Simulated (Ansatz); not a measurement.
Ansatz (an electronic-structure program) run on TiSb2 (I4/mcm, 6 atoms in the cell): self-consistent single point.

Level of theory: PBEsol with spin-orbit coupling, default PAW files made with PBE (plane waves; Ansatz).

```
CELL_PARAMETERS angstrom
     -3.35146     3.35146     2.89799
      3.35146    -3.35146     2.89799
      3.35146     3.35146    -2.89799
ATOMIC_POSITIONS crystal
  Ti 0.25000 0.25000 0.00000
  Ti 0.75000 0.75000 0.00000
  Sb 0.65204 0.84796 0.50000
  Sb 0.34796 0.15204 0.50000
  Sb 0.84796 0.34796 0.19592
  Sb 0.15204 0.65204 0.80408
```

Reference input (self-consistent single point, DFT, PBEsol, plane waves, default PAW files made with PBE): kpoints.mp_grid.grid = 5 5 5; hamiltonian.xc = pbesol; hamiltonian.pseudopotentials = {kind: paw} (the program's default PAW files); scf.occupations.method = fermi_dirac; scf.occupations.width = 0.1 eV. This run's input differs from it in these lines:

Ansatz 0.2 input:
```diff
@@ -18,2 +18,5 @@
   pseudopotentials: { kind: paw }
+magnetization:
+  noncollinear: true
+  spin_orbit: true
 scf:
```

Log, with long lists cut:

```
SCF iter   1: F=—  HF=-30598.225069 eV  |F-HF|=—  |Δ(HF+E_count)|=         —  Δρ=1.19e-1  dr2=4.98e1  dr2_m=0.00e0 (ungated)  ethr=3.10e-3  |M|=0.00e0 ∫|m|=0.00e0 μB  |m|>n=0.0e0 m-floor=0.0e0 τ_xc=0.0e0  β_m=0.30  ⟨swp⟩=6.6  Hψ=4680  notcnv=0
all-band conjugate gradients solve this SCF's bands
preconditioner: auto → Kerker (q_TF=auto, 2.536 Å⁻¹)
spin=Noncollinear: Kerker preconditioning applied to the charge; magnetization (m_x, m_y, m_z) channels mix plain (no charge-response kernel on spin).
   [... lines left out ...]
SCF iter   8: F=—  HF=-30592.496799 eV  |F-HF|=—  |Δ(HF+E_count)|=   6.91e-5  Δρ=6.90e-5  dr2=9.89e-6  dr2_m=0.00e0 (ungated)  ethr=2.00e-8  |M|=0.00e0 ∫|m|=0.00e0 μB  |m|>n=0.0e0 m-floor=0.0e0 τ_xc=0.0e0  β_m=0.98  ⟨swp⟩=2.1  Hψ=1634  notcnv=0
SCF iter   9: F=-30592.496798 eV  HF=-30592.496798 eV  |F-HF|=7.73e-8  |Δ(HF+E_count)|=   1.26e-6  Δρ=9.15e-6  dr2=9.51e-8  dr2_m=0.00e0 (ungated)  ethr=1.19e-10  |M|=0.00e0 ∫|m|=0.00e0 μB  |m|>n=0.0e0 m-floor=0.0e0 τ_xc=0.0e0  ⟨swp⟩=6.8  Hψ=4465  notcnv=0
SCF 1 converged in 9 iterations: F = -30592.496798 eV  dr2 = 9.51e-8
Magnetization: |M| = 0.0000 μB,  M = (+0.0000, +0.0000, +0.0000) μB
Absolute magnetization: 0.0000 μB (∫|m|)
  site 0: m = (+0.0000, +0.0000, +0.0000) μB, |m| = 0.0000 μB  (R = 1.20 Å)
  site 1: m = (+0.0000, +0.0000, +0.0000) μB, |m| = 0.0000 μB  (R = 1.20 Å)
  site 2: m = (+0.0000, +0.0000, +0.0000) μB, |m| = 0.0000 μB  (R = 1.19 Å)
  site 3: m = (+0.0000, +0.0000, +0.0000) μB, |m| = 0.0000 μB  (R = 1.19 Å)
  site 4: m = (+0.0000, +0.0000, +0.0000) μB, |m| = 0.0000 μB  (R = 1.19 Å)
  site 5: m = (+0.0000, +0.0000, +0.0000) μB, |m| = 0.0000 μB  (R = 1.19 Å)
Free energy (F): -30592.496798 eV
Internal energy: -30592.429505 eV  (E = F + TS)
E sigma→0 (E₀):  -30592.463152 eV
Entropy (-TS):   -0.067292 eV (-11.215 meV/atom)
Fermi energy:    13.330317 eV
   [... lines left out ...]
  atom   6  Sb     0.07984881     0.07984881     0.00000000
--- Stress (GPa, compression-positive) ---
       -3.191611       0.000000       0.000000
        0.000000      -3.191611       0.000000
        0.000000       0.000000      -2.897982
  P = ⅓ Tr σ = -3.0937 GPa (-30.937 kbar)
  The stress holds the Pulay correction. Without it, at fixed plane waves, as pw.x and ABINIT print it: P = -3.1313 GPa
```

The run converged in 9 iterations. Against the reference run the pressure hardly changes (-3.13 to -3.09 GPa) and the largest force goes from 0.109 to 0.113 eV/Å.

The starting cell comes from a database of computed structures (which also holds hypothetical and non-ambient phases and stackings), without a prior relaxation at this level. With a pressure of about -3 GPa the cell is away from its equilibrium volume at this level. Ansatz's pressure includes its estimate of the finite-basis (Pulay) stress.

Cost on one core of a shared machine: roughly 50 s.
